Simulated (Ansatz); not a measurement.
Base system: HfO2 (space group P2_1/c, No. 14).

```yaml
crystal:
  lattice:
    - [5.11406, 0.00000, 0.00000]
    - [0.00000, 5.18158, 0.00000]
    - [-0.87114, 0.00000, 5.22313]
  atoms:
    - { symbol: Hf, position: [0.27621, 0.04185, 0.20822] }
    - { symbol: Hf, position: [0.72379, 0.54185, 0.29178] }
    - { symbol: Hf, position: [0.72379, 0.95815, 0.79178] }
    - { symbol: Hf, position: [0.27621, 0.45815, 0.70822] }
    - { symbol: O, position: [0.07006, 0.33377, 0.34402] }
    - { symbol: O, position: [0.92994, 0.83377, 0.15598] }
    - { symbol: O, position: [0.92994, 0.66623, 0.65598] }
    - { symbol: O, position: [0.07006, 0.16623, 0.84402] }
    - { symbol: O, position: [0.44796, 0.75767, 0.47851] }
    - { symbol: O, position: [0.55204, 0.25767, 0.02149] }
    - { symbol: O, position: [0.55204, 0.24233, 0.52149] }
    - { symbol: O, position: [0.44796, 0.74233, 0.97851] }
```

Cartesian axes are those of the cell as printed.

Level of theory: r2SCAN in Ansatz (plane waves to 500 eV, PAW, no spin-orbit coupling).

Modification: uniaxial strain ε_yy = +2.53 %, all other strain components held at zero, atoms relaxed at fixed cell.

Question: Predict the stress tensor and what it implies for the stiffness.

Answer: Stress of the strained cell less that of the base (GPa, compression positive):
```
  -4.02    0.00    0.08
   0.00  -10.17    0.00
   0.08    0.00   -3.73
```

Then −Δσ_ii/ε with ε = 0.0253 gives secant stiffness values (nonlinear terms included at this strain): C22 ≈ 402 GPa, C12 ≈ 159 GPa and C23 ≈ 147 GPa.

As a check, the harmonic strain energy −½ V₀ Δσ:ε is 9.3 meV/atom; the computed energy rise is 9.5 meV/atom.

No phonon test of stability was made.

Ansatz is a first-principles code.
